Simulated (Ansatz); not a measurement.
Consider the formation energy of TiPt3 (Cu3Au type, Pm-3m) from the elements. Reaction: Ti (hcp) + 3 Pt (fcc) → TiPt3 (Cu3Au type). A negative value means that the right-hand side lies lower. The value is per atom of the solid.

TiPt3 (Cu3Au type, Pm-3m), 4 atoms in the cell; spin state with PBE: run without spin, k-point mesh 12×12×12 on the run's own vectors.
Space group Pm-3m (No. 221); a = b = c = 3.9482 Å, α = β = γ = 90.00°

```tsv
atom	site	symmetry	x	y	z
Ti	1a	m-3m	0.0000	0.0000	0.0000
Pt	3c	4/mm.m	0.0000	0.5000	0.5000
```

Ti (hcp, P6₃/mmc), 2 atoms in the cell; spin state with PBE: run without spin, k-point mesh 24×24×14 on the run's own vectors. Conventional cell: a = b = 2.940 Å, c = 4.654 Å, α = β = 90.00°, γ = 120.00°.

Pt (fcc, Fm-3m), 1 atom in the cell, k-point mesh 26×26×26 on the run's own vectors. Conventional cell: a = b = c = 3.972 Å, α = β = γ = 90.00°.

All numbers come from Ansatz (a quantum-chemistry and plane-wave program), plane waves with PAW, its default PAW set, cutoff 420 eV. The structures are at rest with PBE. Neutral cells; Fermi-Dirac smearing of at most 0.10 eV in the solids, energies taken to zero width. A dispersion term (D3(BJ), or D4 for r2SCAN) was computed beside these levels and is taken off wherever the name lacks it. Nuclei at rest; no vibrational terms. The runs are scalar-relativistic, without spin-orbit coupling.

### Question
What is the computed value (PBE)?

### Answer
-0.85 eV/atom, for Ti (hcp) + 3 Pt (fcc) → TiPt3 (Cu3Au type).
